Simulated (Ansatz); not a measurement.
# Defect calculation: Ga on the Ge site (Ga_Ge) in germanium

These are PBE, PAW (plane waves to 420 eV; Ansatz, an electronic-structure program) values and carry that method's errors. Cell and caveats: 64-site cell; 2×2×2 shifted k-points; start: the Ge site; the functional closes the host's gap; finite-size errors of tenths of an eV.

Neighbours after relaxation, in Å: of the Ga atom: Ge 2.46, Ge 2.46, Ge 2.46, Ge 2.49.

Formation energies E_f are those of the neutral cell. Chemical conditions: host crystal and elements as references (Δμ(Ge) = 0.00 eV, Δμ(Ga) = 0.00 eV; Ga taken from its element, since no compound that bounds it was computed at this level; only phases computed here count, gases as isolated molecules at 0 K). Reference phases: Ga: alpha gallium, Ge: germanium.

```json
[
 {"charge": "0†", "moment (μB)": "quenched", "largest move off a lattice site (Å)": "0.03", "E_f, host crystal and elements as references (eV)": "0.18"}
]
```

† Not settled in this cell, so no level is given: charge 0: a level filled in part.

Starting moments that weren't kept: charge 0 began with 1 μB and ended with 0.0.

All states together cost roughly 3 core-hours.
